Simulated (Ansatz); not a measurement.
Consider Ga2O3 in the corundum structure (space group R-3c, No. 167).

```yaml
crystal:
  lattice:
    - [2.52885, 1.46003, 4.54101]
    - [-2.52885, 1.46003, 4.54101]
    - [0.00000, -2.92006, 4.54101]
  atoms:
    - { symbol: Ga, position: [0.64416, 0.64416, 0.64416] }
    - { symbol: Ga, position: [0.14416, 0.14416, 0.14416] }
    - { symbol: Ga, position: [0.35584, 0.35584, 0.35584] }
    - { symbol: Ga, position: [0.85584, 0.85584, 0.85584] }
    - { symbol: O, position: [0.75000, 0.44687, 0.05313] }
    - { symbol: O, position: [0.05313, 0.75000, 0.44687] }
    - { symbol: O, position: [0.25000, 0.55313, 0.94687] }
    - { symbol: O, position: [0.55313, 0.94687, 0.25000] }
    - { symbol: O, position: [0.94687, 0.25000, 0.55313] }
    - { symbol: O, position: [0.44687, 0.05313, 0.75000] }
```

Cartesian axes are those of the cell as printed.

All numbers come from Kohn–Sham DFT with the PBE functional, run in Ansatz (an electronic-structure program) with PAW and 420 eV plane waves, no spin-orbit coupling.

Strains are applied to the cell and any free atomic positions relax; under biaxial strain the out-of-plane vector relaxes too.

One change was made to it. Results:

```json
[
 {"quantity": "energy relative to the base (free energy F)", "base": "0 meV/atom", "after": "+6.3 meV/atom"},
 {"quantity": "band gap", "base": "2.40 eV", "after": "2.61 eV"},
 {"quantity": "shortest interatomic distance", "base": "1.952 Å", "after": "1.937 Å"}
]
```

**Question.** Which change produced these results?
A. biaxial strain −2.25 %, plane normal [001], relaxed out of plane
B. biaxial strain −0.75 %, plane normal [001], relaxed out of plane
C. biaxial strain −3.00 %, plane normal [001], relaxed out of plane
D. biaxial strain −1.50 %, plane normal [001], relaxed out of plane

**Answer.** D, biaxial strain −1.50 %, plane normal [001], relaxed out of plane. For comparison, the band gap in the other runs: biaxial strain −0.75 %, plane normal [001], relaxed out of plane gives 2.51 eV; biaxial strain −3.00 %, plane normal [001], relaxed out of plane gives 2.77 eV; biaxial strain −2.25 %, plane normal [001], relaxed out of plane gives 2.70 eV.

Stability against distortions was not tested.
